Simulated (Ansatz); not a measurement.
Ga vacancy in beta Ga2O3: one set of geometries, relaxed with PBE, evaluated in Ansatz (PAW, plane waves to 420 eV, 500 eV under r2SCAN) with PBE, r2SCAN.

Set-up: 160-site cell; Γ-point k-points; start: the Ga(1) site; charged states image-corrected; zone-centre errors of half an eV possible; flagged in the runs: a host whose relaxation on this sampling wasn't shown to rest, a strain field that reaches the edge of the cell, zone-centre sampling.

```tsv
quantity	PBE	r2SCAN
host gap (eV)	2.00	___
ε(−1/−2) above the VBM (eV)	0.96	___
ε(−2/−3) above the VBM (eV)	1.53	___
largest moment on one atom at charge −1 (μB)	0.42	___
largest moment on one atom at charge −2 (μB)	0.29	___
```

Q: Given the lower rungs, what does r2SCAN give?

A: 
- host gap (eV), r2SCAN: 2.65
- ε(−1/−2) above the VBM (eV), r2SCAN: 1.29
- ε(−2/−3) above the VBM (eV), r2SCAN: 1.64
- largest moment on one atom at charge −1 (μB), r2SCAN: 0.49
- largest moment on one atom at charge −2 (μB), r2SCAN: 0.36

Ansatz is a program for electronic structure.
